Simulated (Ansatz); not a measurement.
Stishovite (SiO2) was calculated with PBEsol (PAW; Ansatz, an electronic-structure program).

Run with plane-wave cutoff 520 eV, 8×8×12 k mesh (along the axes of the cell as run), Fermi–Dirac smearing 0.01 eV, scalar-relativistic PAW data made under PBE.

Shape and atoms are relaxed at each volume.

The direct gap at Γ against volume; x = 100 ln(V/7.855 Å³). One gap is withheld.

```csv
V (Å³/atom),x,gap (eV)
7.541,-4.08,?
7.698,-2.02,5.669
7.855,0.00,5.355
8.012,1.98,5.063
8.169,3.92,4.794
```

Question: Fit a straight line to the rows shown, give the volume deformation potential and predict the withheld gap.

Answer: Means of the 4 rows: x̄ = 0.970, ȳ = 5.2203 eV. Σ(x − x̄)(y − ȳ) = -2.8887 and Σ(x − x̄)² = 19.604, so the slope is -0.1474 eV per unit of x, and dE_g/d ln V = -14.7 eV. At x = -4.08: 5.2203 + (-0.1474) × (-4.08 − (0.970)) = 5.965 eV. The run gives 6.004 eV, 0.039 eV above the line, as the curve bends the same way over all rows.
